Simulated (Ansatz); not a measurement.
Band structure of CuGaSe2 (I-42d, 8 atoms in the cell).

```
CELL_PARAMETERS angstrom
     -2.83305     2.83305     5.56510
      2.83305    -2.83305     5.56510
      2.83305     2.83305    -5.56510
ATOMIC_POSITIONS crystal
  Ga 0.50000 0.50000 0.00000
  Ga 0.25000 0.75000 0.50000
  Cu 0.00000 0.00000 0.00000
  Cu 0.75000 0.25000 0.50000
  Se 0.87500 0.87500 0.50000
  Se 0.12500 0.62500 0.00000
  Se 0.37500 0.37500 0.50000
  Se 0.62500 0.12500 0.00000
```

Computed with PBE (plane waves, PAW; Ansatz, a first-principles code).

Settings: kpoints.mp_grid.grid = 3 3 3; hamiltonian.xc = pbe; hamiltonian.pseudopotentials = {kind: paw} (the program's default PAW files); scf.occupations.method = fermi_dirac; scf.occupations.width = 0.02 eV; kpoints.band_path.npoints = 8.

The starting cell has typed, rounded lattice constants, without a prior relaxation at this level. Its lattice was rescaled by a random factor within 2.5 % of one. Spin polarisation is off.

Problem. Predict the gap along the standard path and the places of the band edges.

Solution. The gap along the path is 0.11 eV, direct at Γ to within 0.01 eV.

Levels in eV from the top of the valence band on the path, bands 61 to 68:
```
point     61     62     63     64    65    66    67    68
-----  -----  -----  -----  -----  ----  ----  ----  ----
Γ      -1.46  -0.13  -0.13   0.00  0.11  1.94  2.22  3.95
X      -0.79  -0.79  -0.48  -0.48  1.10  1.10  3.27  3.27
Y      -0.82  -0.82  -0.66  -0.66  1.38  1.38  3.77  3.77
S      -1.35  -1.14  -0.71  -0.53  1.91  2.29  2.50  3.44
Z      -1.17  -1.17  -0.87  -0.87  1.82  1.82  1.99  1.99
S1     -1.35  -1.14  -0.71  -0.53  1.91  2.29  2.50  3.44
N      -1.29  -1.16  -1.05  -0.53  2.08  2.49  3.20  4.06
P      -0.81  -0.81  -0.65  -0.65  1.53  1.53  3.00  3.00
Y1     -0.82  -0.82  -0.66  -0.66  1.38  1.38  3.77  3.77
```

Keys are those of Ansatz 0.2.
